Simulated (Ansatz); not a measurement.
Worked calculations on one periodic cell of amorphous Hf18O39Y2: Hf18O39Y2, 59 atoms, volume 772.6 Å³, made by a melt-quench on the CHGNet potential and relaxed with DFT. O atoms were pushed apart under 1.9 Å during the dynamics, to hinder bonds among them. It is a model cell: composition and starting density were chosen by hand, and all elements were melted together. Cycles of charging were run to anneal it. Method: PBE, scalar-relativistic without spin-orbit coupling (plane waves to 420 eV, PAW; Ansatz, an electronic-structure program). Sampling: a 2×2×2 Γ-centred mesh; Fermi-Dirac width 0.02 eV; no spin polarisation. Its volume was held where the quench left it, its shape was free, and it stands at a mean pressure of 2.4 GPa with stress components up to 2.5 GPa; the relaxation ran on the zone centre alone. Its density went from a set 8.63 to 8.63 g/cm³. The cell is small and was quenched far faster than a real film, so it is one sample of the glass.

Task: Count formal charges (Hf +4, O -2, Y +3). What does the count lead one to expect at the Fermi level, and what does the calculation give?

Result: 18 × (+4) + 39 × (-2) + 2 × (+3) = 0. The charges balance, so the anion-derived valence states can be full and a gap can open. On this mesh the highest filled and lowest empty level lie 4.01 eV apart, the PBE gap of this cell, with a localised state at one edge or both.

Four energies for an added electron at PBE on the zone centre alone (charged cells in a uniform background, spin-polarised): neutral at the neutral geometry -312910.175 eV; charged at the neutral geometry -312894.618 eV; charged and relaxed -312894.909 eV; neutral at the charged geometry -312909.516 eV.

Task: Find the two relaxation energies and their sum, the reorganisation energy.

Result: On charging: -312894.618 − (-312894.909) = 0.291 eV. On discharging: -312909.516 − (-312910.175) = 0.659 eV. The sum is 0.950 eV. The carrier's level spreads over 12 of the 59 atoms' worth, so it counts as partly localised, most on one Hf atom with neighbours O 1.96 Å, O 2.04 Å, O 2.06 Å, O 2.19 Å, O 2.23 Å, O 2.34 Å, O 2.72 Å (neutral geometry). The values are uncorrected: the image energy of a point charge in this cell, 2.84 × 14.40 / (2 × 9.2) = 2.2 eV before screening, is screened by electrons alone at the fixed geometry and by ions too after relaxing, and the carrier can be spread before it relaxes, so each term can be off by up to that value times 1/ε∞, some tenths of an eV. PBE's self-interaction favours spread-out carriers, so a hybrid can localise more.

Four energies for a hole at PBE on the zone centre alone (charged cells in a uniform background, spin-polarised): neutral at the neutral geometry -312910.175 eV; charged at the neutral geometry -312921.705 eV; charged and relaxed -312921.817 eV; neutral at the charged geometry -312909.830 eV.

Task: Find the two relaxation energies and their sum, the reorganisation energy.

Result: On charging: -312921.705 − (-312921.817) = 0.112 eV. On discharging: -312909.830 − (-312910.175) = 0.345 eV. The sum is 0.457 eV. The carrier's level spreads over 6 of the 59 atoms' worth, so it counts as localised, most on one O atom with neighbours Hf 2.08 Å, Hf 2.12 Å, Hf 2.41 Å (neutral geometry). The values are uncorrected: the image energy of a point charge in this cell, 2.84 × 14.40 / (2 × 9.2) = 2.2 eV before screening, is screened by electrons alone at the fixed geometry and by ions too after relaxing, and the carrier can be spread before it relaxes, so each term can be off by up to that value times 1/ε∞, some tenths of an eV. PBE's self-interaction favours spread-out carriers, so a hybrid can localise more.
